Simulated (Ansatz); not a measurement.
**CdGeAs2: holes 5.0×10^21 cm⁻³**

Consider CdGeAs2 in the chalcopyrite structure (space group I-42d, No. 122; a = 5.981 Å, c = 11.298 Å).

Now apply this change: 1.01 holes added to each cell, a density of 5.0×10^21 cm⁻³, with a uniform compensating background at fixed cell and a 300 K Fermi–Dirac width.

Computed with Kohn–Sham DFT with the r2SCAN functional, run in Ansatz (an electronic-structure program) with PAW and 500 eV plane waves, spin-orbit coupling left out. Settings: 11×11×11 k-points, 0.0259 eV Fermi–Dirac smearing.

- Gap between the host's bands = 0.13 eV (base 0.10 eV)
- Gap character = direct at Γ (base direct at Γ)
- Fermi level relative to the doped band's edge (positive inside the band; to 0.05 eV) = +0.60 eV

Final structure:

```xyz
8
Lattice="-2.9906 2.9906 5.6492 2.9906 -2.9906 5.6492 2.9906 2.9906 -5.6492" Properties=species:S:1:pos:R:3 pbc="T T T"
Cd     0.0000     2.9906     2.8246
Cd     0.0000     0.0000     0.0000
Ge     2.9906     0.0000     2.8246
Ge     0.0000     0.0000     5.6492
As     1.4953     1.6571    -1.4123
As     1.4953     1.3335     4.2369
As     4.3242     1.4953     1.4123
As    -1.3335     1.4953     7.0614
```
Cell charge +1.01049.

Carriers are added with a uniform compensating background; total energy and stress of such cells depend on the potential's zero and are not compared; many-body gap narrowing is missing at this level. Stability against distortions was not tested. A zero or small gap of CdGeAs2 can be the functional's error rather than a property of the material.
